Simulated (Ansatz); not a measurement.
# TiB2: response to strain

Base system: TiB2 (space group P6/mmm, No. 191; relaxed with 0.1 eV smearing).

```
TiB2
1.0
    3.03238     0.00000     0.00000
   -1.51619     2.62612     0.00000
    0.00000     0.00000     3.22383
Ti B
1 2
Direct
  0.00000   0.00000   0.00000
  0.66667   0.33333   0.50000
  0.33333   0.66667   0.50000
```

Strains are applied to the cell and any free atomic positions relax.

Method: Ansatz (a quantum-chemistry and plane-wave program), PBE, PAW, cutoff 420 eV, without spin-orbit coupling.

Candidates:
(a) isotropic strain +2.50 %
(b) isotropic strain −2.00 %
(c) isotropic strain −2.50 %
(d) isotropic strain +3.00 %

Notes on the quantities. energy relative to the base: free energy F.

Task: Order them by energy relative to the base, lowest first.

Result: (b) isotropic strain −2.00 % (+26 meV/atom), (a) isotropic strain +2.50 % (+36 meV/atom), (c) isotropic strain −2.50 % (+41 meV/atom), (d) isotropic strain +3.00 % (+51 meV/atom)

Whether these cells are dynamically stable was not tested. The final runs are not spin-polarised.
